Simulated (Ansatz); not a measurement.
## Effect of pressure 0.9 GPa on Cs

Start from Cs in the bcc (W type) structure (space group Im-3m, No. 229; a = 6.0102 Å).

One thing is altered: a hydrostatic pressure of 0.9 GPa.

Calculations: DFT with PBEsol, PAW potentials and a 420 eV plane-wave cutoff in Ansatz (a first-principles code), scalar-relativistic without spin-orbit coupling, earlier PAW set. Γ-centred 11×11×11 mesh, Fermi–Dirac width 0.05 eV.

```json
[
 {"quantity": "volume per atom", "base": "108.55 Å³", "changed": "82.27 Å³", "shift": "-26.28 Å³"},
 {"quantity": "density", "base": "2.03 g/cm³", "changed": "2.68 g/cm³", "shift": "+0.65 g/cm³"},
 {"quantity": "lattice parameter a", "base": "6.010 Å", "changed": "5.480 Å", "shift": "-0.530 Å"},
 {"quantity": "enthalpy H = E + PV relative to the base's energy", "base": "–", "changed": "+0.52 eV/atom", "shift": "–"},
 {"quantity": "band gap", "base": "zero", "changed": "zero", "shift": "–"}
]
```

Final structure:

```yaml
crystal:
  lattice:
    - [-2.73985, 2.73985, 2.73985]
    - [2.73985, -2.73985, 2.73985]
    - [2.73985, 2.73985, -2.73985]
  atoms:
    - { symbol: Cs, position: [0.00000, 0.00000, 0.00000] }
```

Load acts through the strain it causes; cell and atoms are relaxed under it. Whether these cells are dynamically stable was not tested. The final runs are not spin-polarised.
